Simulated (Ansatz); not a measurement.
Worked example: self-consistent single point of LuH2 (I4mm, 3 atoms in the cell) in Ansatz (an electronic-structure program).

Method of the run: PBEsol, default PAW files made with PBE (plane waves; Ansatz).

```
CELL_PARAMETERS angstrom
      0.00000     2.50208     2.50208
      2.50208     0.00000     2.50208
      2.50208     2.50208     0.00000
ATOMIC_POSITIONS crystal
  Lu 0.00999 0.00999 0.99001
  H  0.25000 0.25000 0.25000
  H  0.75000 0.75000 0.75000
```

Reference input (self-consistent single point, DFT, PBEsol, plane waves, default PAW files made with PBE): basis.ecutwfc = 420 eV; kpoints.mp_grid.grid = 11 11 11; hamiltonian.xc = pbesol; hamiltonian.pseudopotentials = {kind: paw} (the program's default PAW files); scf.occupations.method = gaussian; scf.occupations.width = 0.1 eV. This run's input differs from it in these lines:

Ansatz 0.2 input:
```diff
@@ -14,3 +14,3 @@
   mp_grid:
-    grid: [11, 11, 11]
+    grid: [8, 8, 8]
 hamiltonian:
```

Output (repeated stretches shortened):

```
SCF iter   1: F=—  HF=-14644.933359 eV  |F-HF|=—  |Δ(HF+E_count)|=         —  Δρ=7.26e-3  dr2=1.07e-2  ethr=1.77e-3  ⟨swp⟩=5.2  Hψ=6063  notcnv=0
all-band conjugate gradients solve this SCF's bands
preconditioner: auto → none
SCF iter   2: F=—  HF=-14644.927892 eV  |F-HF|=—  |Δ(HF+E_count)|=   5.47e-3  Δρ=2.45e-3  dr2=1.03e-3  ethr=3.97e-5  ⟨swp⟩=2.2  Hψ=2404  notcnv=0  defer=3
   [... lines left out ...]
SCF iter   4: F=—  HF=-14644.927703 eV  |F-HF|=—  |Δ(HF+E_count)|=   8.88e-6  Δρ=2.56e-4  dr2=9.26e-6  ethr=1.16e-7  ⟨swp⟩=3.1  Hψ=2547  notcnv=0  defer=5
SCF iter   5: F=—  HF=-14644.927698 eV  |F-HF|=—  |Δ(HF+E_count)|=   5.57e-6  Δρ=1.02e-4  dr2=1.34e-6  ethr=3.43e-8  ⟨swp⟩=2.9  Hψ=2306  notcnv=0  defer=3
SCF iter   6: F=—  HF=-14644.927698 eV  |F-HF|=—  |Δ(HF+E_count)|=   2.60e-7  Δρ=3.16e-5  dr2=1.33e-7  ethr=4.96e-9  ⟨swp⟩=2.2  Hψ=1714  notcnv=0  defer=3
SCF iter   7: F=-14644.927698 eV  HF=-14644.927698 eV  |F-HF|=9.24e-10  |Δ(HF+E_count)|=   1.49e-8  Δρ=3.00e-6  dr2=1.32e-9  ethr=3.70e-10  ⟨swp⟩=9.5  Hψ=6540  notcnv=0
SCF 1 converged in 7 iterations: F = -14644.927698 eV  dr2 = 1.32e-9
Free energy (F): -14644.927698 eV
Internal energy: -14644.920412 eV  (E = F + TS)
E sigma→0 (E₀):  -14644.924055 eV
Entropy (-TS):   -0.007286 eV (-2.429 meV/atom)
Fermi energy:    13.428409 eV
--- Forces (eV/Å), atoms counted from 1 ---
  atom   1  Lu     0.00000000     0.00000000    -0.33579339
  atom   2  H     -0.00000000     0.00000000     0.16790076
  atom   3  H     -0.00000000    -0.00000000     0.16790076
--- Stress (GPa, compression-positive) ---
       -2.423301       0.000000      -0.000000
        0.000000      -2.423301       0.000000
       -0.000000       0.000000      -2.535639
  P = ⅓ Tr σ = -2.4607 GPa (-24.607 kbar)
  The stress holds the Pulay correction. Without it, at fixed plane waves, as pw.x and ABINIT print it: P = -2.6194 GPa
```

The run converged in 7 iterations. Against the reference run the free energy goes up by 1.8 meV/atom, the pressure moves little (-2.49 to -2.46 GPa) and the largest force hardly changes (0.337 to 0.336 eV/Å).

The starting cell comes from a database of computed structures (which also holds hypothetical and non-ambient phases and stackings), without a prior relaxation at this level. Its lattice was rescaled by up to half a per cent. One atom was moved a little off its site on purpose. Ansatz's pressure includes its estimate of the finite-basis (Pulay) stress.
